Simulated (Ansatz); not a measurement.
The starting structures come from a database of crystals and need not be the phases stable at ambient conditions.

 Where the default PAW files enter, the runs use the earlier of Ansatz's two default sets.

The decay constant κ of evanescent states in the gap governs leakage through a thin film.

Data:

```
CELL_PARAMETERS angstrom
      4.52388     0.00000     0.00000
      0.00000    10.24592     0.00000
      2.26194     0.00000     3.91780
ATOMIC_POSITIONS crystal
  Hg 0.65141 0.00000 0.34859
  Hg 0.00000 0.66667 0.65141
  Hg 0.34859 0.33333 0.00000
  Te 0.54381 0.50000 0.45619
  Te 0.00000 0.16667 0.54381
  Te 0.45619 0.83333 0.00000
```

Space group of this cell: P3_121. The cell was relaxed by PBE-D3(BJ); by r2SCAN its mean pressure is 1.1 GPa.

Transport runs along the normal of the first two printed cell vectors, the (100) plane of the conventional cell.

The gap is the functional's own, uncorrected, and κ follows it; spin-orbit coupling is left out. Mid-gap values are interpolated between the computed energies.

Problem. Give the band gap and the smallest decay constant κ at mid-gap that r2SCAN (Ansatz, an electronic-structure program) yields.

Solution. Gap 0.60 eV on a 8×4×8 mesh; κ = 0.127 1/Å, at the zone centre.
